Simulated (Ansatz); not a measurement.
A self-consistent single point of K2Pd (P4mm, 3 atoms in the cell) with Ansatz (an electronic-structure program).

Computed with PBEsol, default PAW files made with PBE (plane waves; Ansatz).

```
K2Pd
1.0
    5.68409     0.00000     0.00000
    0.00000     5.68409     0.00000
    0.00000     0.00000     3.67632
K Pd
2 1
Direct
  0.00000   0.50000   0.50000
  0.50000   0.00000   0.50000
  0.00000   0.00000   0.01360
```

Reference input (self-consistent single point, DFT, PBEsol, plane waves, default PAW files made with PBE): basis.ecutwfc = 420 eV; kpoints.mp_grid.grid = 6 6 9; hamiltonian.xc = pbesol; hamiltonian.pseudopotentials = {kind: paw} (the program's default PAW files); scf.occupations.method = fermi_dirac; scf.occupations.width = 0.1 eV. This run's input differs from it in these lines:

Ansatz 0.2 input:
```diff
@@ -12,3 +12,3 @@
 kpoints:
-  mp_grid: { grid: [6, 6, 9] }
+  mp_grid: { grid: [10, 10, 15] }
 hamiltonian:
@@ -17,3 +17,3 @@
 scf:
-  occupations: { method: fermi_dirac, width: 0.1 }
+  occupations: { method: methfessel_paxton, width: 0.5 }
 output:
```

Output, abridged:

```
SCF iter   1: F=—  HF=-9937.985722 eV  |F-HF|=—  |Δ(HF+E_count)|=         —  Δρ=4.10e-3  dr2=2.29e-2  ethr=1.77e-3  ⟨swp⟩=5.0  Hψ=16630  notcnv=0
all-band conjugate gradients solve this SCF's bands
preconditioner: auto → LDOS
SCF iter   2: F=—  HF=-9937.995998 eV  |F-HF|=—  |Δ(HF+E_count)|=   1.03e-2  S|Δr|=    0.00e0  Δρ=7.28e-3  dr2=7.96e-2  ethr=6.37e-5  ⟨swp⟩=2.1  Hψ=8253  notcnv=0
   [... lines left out ...]
SCF iter   5: F=—  HF=-9937.982680 eV  |F-HF|=—  |Δ(HF+E_count)|=   4.01e-5  S|Δr|=    0.00e0  Δρ=8.27e-5  dr2=1.07e-5  ethr=1.20e-7  ⟨swp⟩=2.8  Hψ=7126  notcnv=0
SCF iter   6: F=—  HF=-9937.982679 eV  |F-HF|=—  |Δ(HF+E_count)|=   1.05e-6  S|Δr|=    0.00e0  Δρ=1.00e-5  dr2=1.24e-7  ethr=2.97e-8  ⟨swp⟩=2.2  Hψ=5835  notcnv=0
SCF iter   7: F=-9937.982679 eV  HF=-9937.982679 eV  |F-HF|=1.48e-8  |Δ(HF+E_count)|=   1.83e-8  S|Δr|=    0.00e0  Δρ=4.66e-6  dr2=2.60e-8  ethr=2.78e-10  ⟨swp⟩=5.0  Hψ=16021  notcnv=0
SCF 1 converged in 7 iterations: F = -9937.982679 eV  dr2 = 2.60e-8
Stability not checked (fill_not_monotonic)
Free energy (F): -9937.982679 eV
Internal energy: -9937.985693 eV  (E = F + TS)
E sigma→0 (E₀):  -9937.983432 eV
Entropy (-TS):   0.003014 eV (1.005 meV/atom)
Fermi energy:    4.751393 eV
--- Forces (eV/Å), atoms counted from 1 ---
  atom   1  K     -0.00000000     0.00000000     0.02040733
  atom   2  K      0.00000000     0.00000000     0.02040733
  atom   3  Pd     0.00000000     0.00000000    -0.04039560
--- Stress (GPa, compression-positive) ---
       -0.857592       0.000000       0.000000
        0.000000      -0.857592       0.000000
        0.000000       0.000000      -1.318991
  P = ⅓ Tr σ = -1.0114 GPa (-10.114 kbar)
  The stress holds the Pulay correction. Without it, at fixed plane waves, as pw.x and ABINIT print it: P = -1.0166 GPa
```

The run converged in 7 iterations. Against the reference run the free energy rises by 4.8 meV/atom, the pressure hardly changes (-0.99 to -1.01 GPa) and the largest force stays at 0.040 eV/Å.

The starting cell comes from a database of computed structures (which also holds hypothetical and non-ambient phases and stackings), without a prior relaxation at this level. Its lattice was rescaled by up to half a per cent. One atom was moved a little off its site on purpose. Spin polarisation is off. Ansatz's pressure includes its estimate of the finite-basis (Pulay) stress.

Cost on one core of a shared machine: roughly 30 s.
